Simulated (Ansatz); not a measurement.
## YScO3 (P6₃/mmc, No. 194, 10 atoms in the cell; start mp-768479)

Calculation: PBEsol+SOC (plane waves, PAW; Ansatz, a first-principles code).

Run with plane-wave cutoff 520 eV, 12×12×4 k mesh (along the axes of the cell as run), Fermi–Dirac smearing 0.01 eV, PAW data made under PBE.

Cell (relaxed with PBEsol):

ScYO₃ is modelled in the hexagonal space group P6₃/mmc (No. 194), Pearson symbol hP10. Conventional cell: a = b = 3.547 Å, c = 12.188 Å, α = β = 90.00°, γ = 120.00°. Y on 2a sees 6 O at 2.280 Å and 2 O at 3.047 Å (cubic). Sc on 2c has 5 O at 2.046–2.048 Å (trigonal bipyramidal). O1 on 4f is coordinated by 1 Sc at 2.046 Å and 3 Y at 2.280 Å (tetrahedral). O2 on 2b sees 3 Sc at 2.048 Å and 2 Y at 3.047 Å (trigonal bipyramidal). (Neighbours: up to the widest gap in distance over summed covalent radii, below 1.35, at either atom; cation-cation and far metal-metal contacts left out.)

For YScO3 (P6₃/mmc, No. 194, 10 atoms in the cell; start mp-768479), the band gap is 3.22 eV (on the SCF k mesh) and the direct gap at Γ is 4.00 eV.

Static lattice: no zero-point or thermal effects.

Cost on a shared machine: very roughly 90 core-seconds.

A start named mp-… is a Materials Project structure, which need not be a measured phase.
